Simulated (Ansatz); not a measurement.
The starting structures come from a database of crystals and need not be the phases stable at ambient conditions.

By PBEsol, the system below comes out a metal.

```yaml
crystal:
  lattice:
    - [4.39123, 0.00000, 0.00000]
    - [-2.19562, 3.80292, 0.00000]
    - [2.19562, 1.26764, 0.91465]
  atoms:
    - { symbol: Pt, position: [0.00000, 0.00000, 0.00000] }
```

Space group of this cell: R-3m. The cell is strained (lengths across the current scaled by 0.98, ions clamped); by PBEsol its mean pressure is -1.0 GPa.

The current flows along the normal of the first two printed cell vectors, the (111) (indices of the unstrained crystal) plane of the conventional cell. No spin-orbit coupling; the value is a mean over 0.1 eV about the Fermi level.

Q: State the ballistic conductance per area according to PBEsol in Ansatz (a quantum-chemistry and plane-wave program).

A: 1.7 × 10¹⁵ S/m² for both spins.
